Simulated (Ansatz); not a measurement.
Take PbTe in the rock salt structure (space group Fm-3m, No. 225; a = 6.534 Å) as the base. Axes: x, y, z lie along the cube axes.

Method: r2SCAN (Ansatz, a program for electronic structure, PAW, spin-orbit coupling left out).

Strains are applied to the cell and any free atomic positions relax; under biaxial strain the out-of-plane vector relaxes too.

One change was made to it. Results:

```tsv
quantity	base	after
energy relative to the base (free energy F)	0 meV/atom	+8.1 meV/atom
band gap	1.09 eV	0.81 eV
```

Task: Which change produced these results?
A) biaxial strain +1.67 %, plane normal [111], relaxed out of plane
B) biaxial strain +1.25 %, plane normal [111], relaxed out of plane
C) biaxial strain +0.42 %, plane normal [111], relaxed out of plane
D) biaxial strain +2.08 %, plane normal [111], relaxed out of plane
E) biaxial strain +2.50 %, plane normal [111], relaxed out of plane

Result: E, biaxial strain +2.50 %, plane normal [111], relaxed out of plane. For comparison, the band gap in the other runs: biaxial strain +1.67 %, plane normal [111], relaxed out of plane gives 0.90 eV; biaxial strain +0.42 %, plane normal [111], relaxed out of plane gives 1.04 eV; biaxial strain +2.08 %, plane normal [111], relaxed out of plane gives 0.85 eV; biaxial strain +1.25 %, plane normal [111], relaxed out of plane gives 0.95 eV.

With Pb and Te present, leaving out spin-orbit coupling can change the band edges. Whether these cells are dynamically stable was not tested.
